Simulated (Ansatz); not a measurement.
The parent structure is TiO₂ in the anatase structure (space group I4_1/amd, No. 141; a = 3.770 Å, c = 9.552 Å). Axes: x, y, z lie along a, b, c of the conventional cell.

Method: PBEsol, PAW, 420 eV (Ansatz, a program for electronic structure; scalar-relativistic without spin-orbit coupling).

Modification: uniaxial strain ε_xx = +0.60 %, all other strain components held at zero, atoms relaxed at fixed cell.

Question: What does the calculation give for the energy relative to the base after the change?

Answer: The energy grows by 0.4 meV/atom.

Question: What does the calculation give for the stress after the change?

Answer: The stress (xx, yy, zz, yz, xz, xy; compression positive) amounts to (-2.08, -0.92, -0.85, 0.00, 0.00, 0.00) GPa.

Stability against distortions was not tested. All final runs are without spin polarisation.
